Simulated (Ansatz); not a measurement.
**Pressure series in Cu2O**

The parent structure is Cu2O (space group Pn-3m, No. 224; a = 4.299 Å).

Cell and atoms are relaxed at each pressure.

All numbers come from DFT with PBE, PAW potentials and a 420 eV plane-wave cutoff in Ansatz (a quantum-chemistry and plane-wave program), scalar-relativistic without spin-orbit coupling, earlier PAW set.

```json
[
 {"pressure (GPa)": "-2", "band gap (eV)": "0.43"},
 {"pressure (GPa)": "-1", "band gap (eV)": "0.45"},
 {"pressure (GPa)": "0", "band gap (eV)": "0.47"},
 {"pressure (GPa)": "0.3", "band gap (eV)": "0.48"},
 {"pressure (GPa)": "0.7", "band gap (eV)": "0.48"},
 {"pressure (GPa)": "1.5", "band gap (eV)": "0.50"},
 {"pressure (GPa)": "3", "band gap (eV)": "?"},
 {"pressure (GPa)": "5", "band gap (eV)": "0.56"},
 {"pressure (GPa)": "10", "band gap (eV)": "0.64"}
]
```

**Question.** Fit E_g = E₀ + αP + βP² to the rows shown and predict the withheld row.

**Answer.** Least squares on the printed values gives E₀ = 0.47 eV, α = 19.4 meV/GPa, β = -0.24 meV/GPa² (largest residual 0.00 eV); this predicts 0.53 eV, and the run gives 0.53 eV, in agreement.

Load acts through the strain it causes; cell and atoms are relaxed under it. No phonon test of stability was made. Competing high-pressure phases were not computed. No Hubbard U is applied. All final runs are without spin polarisation.
